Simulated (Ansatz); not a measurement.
SrInHO₂ (model structure, started from the SrVO2H type, P4/mmm, No. 123, 5 atoms in the cell), treated with HSE06+SOC (PAW; Ansatz, a quantum-chemistry and plane-wave program).

Run with plane-wave cutoff 460 eV, 6×6×6 k mesh, Fermi–Dirac smearing 0.01 eV, PAW data made under PBE.

Cell (relaxed with PBEsol):

```cif
data_HInO2Sr
_chemical_formula_sum 'Sr1 In1 O2 H1'
_space_group_name_H-M_alt 'P 1'
_space_group_IT_number 1
_cell_length_a 4.24641
_cell_length_b 4.24641
_cell_length_c 3.71758
_cell_angle_alpha 90.000
_cell_angle_beta 90.000
_cell_angle_gamma 90.000
loop_
_space_group_symop_operation_xyz
  'x, y, z'
loop_
_atom_site_label
_atom_site_type_symbol
_atom_site_fract_x
_atom_site_fract_y
_atom_site_fract_z
_atom_site_occupancy
Sr1 Sr 0.50000 0.50000 0.50000 1
In1 In 0.00000 0.00000 0.00000 1
O1 O 0.50000 0.00000 0.00000 1
O2 O 0.00000 0.50000 0.00000 1
H1 H 0.00000 0.00000 0.50000 1
```

Estimate the band gap, smallest direct gap on the k points sampled and direct gap at Γ that the calculation returns.


- band gap = 2.17 eV (on the SCF k mesh) (indirect)
- smallest direct gap on the k points sampled = 3.29 eV
- direct gap at Γ = 6.70 eV

Note: the relaxation could raise the start's symmetry but not lower it, so the cell can be a saddle point; cell and atoms aren't relaxed at this level (pressure 0.6 GPa).

The computed numbers hold no vibrational or temperature effects.

A model structure was made by putting elements into a prototype or built by hand; it is no filed structure, need not be a known phase, and can be a saddle point held by its symmetry.
